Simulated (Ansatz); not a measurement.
System: 1T (CdI2-type) MnBr2. Method: PBEsol in Ansatz (plane waves, PAW).

Numerical settings: plane-wave cutoff 500 eV, 12×12×6 k mesh (along the axes of the cell as run), Fermi–Dirac smearing 0.05 eV, spin-polarised with parallel moments, scalar-relativistic PAW data made under PBE.

Cell (relaxed at this level):

```xyz
3
Lattice="3.8003 0.0000 0.0000 -1.9002 3.2912 0.0000 0.0000 0.0000 6.5460" Properties=species:S:1:pos:R:3 pbc="T T T"
Mn     0.0000     0.0000     0.0000
Br     0.0000     2.1941     1.4987
Br     1.9002     1.0971     5.0472
```

**Question.** Predict the band gap.

**Answer.** 
- band gap = 1.28 eV (on the SCF k mesh)

Note: the magnetic order was assumed, not searched for or taken from measurement; the cell comes from a level without a dispersion term, which matters for the spacing of layers, chains or molecules; the cell has widely spaced layers and the level no dispersion term, so their spacing and the moduli can rest on weak binding.

Spin–orbit coupling is not included.

Computed values are for the static lattice.

Cost on a shared machine: very roughly 7 core-minutes.

Ansatz is an electronic-structure program.
